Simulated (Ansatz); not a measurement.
The starting structures come from a database of crystals and need not be the phases stable at ambient conditions.

Given:

```
CELL_PARAMETERS angstrom
      4.01340     0.00000     0.00000
     -2.00670     3.47570     0.00000
      2.00670    -1.15857     3.37523
ATOMIC_POSITIONS crystal
  Al 0.00000 0.00000 0.00000
  As 0.75000 0.25000 0.75000
```

The cell is strained (lengths along the current scaled by 1.03, ions clamped); by PBEsol it stands under a pressure of -2.0 GPa.

Transport runs along the normal of the first two printed cell vectors, the (111) (indices of the unstrained crystal) plane of the conventional cell.

The gap is the functional's own. No spin-orbit coupling. Mid-gap values are those at the computed energy nearest the middle.

### Question
Estimate the band gap and the smallest decay constant κ at mid-gap that PBEsol in Ansatz (a first-principles code) returns for this system.

### Answer
Gap 1.35 eV on a 10×10×10 mesh; κ = 0.093 1/Å, at the zone centre.
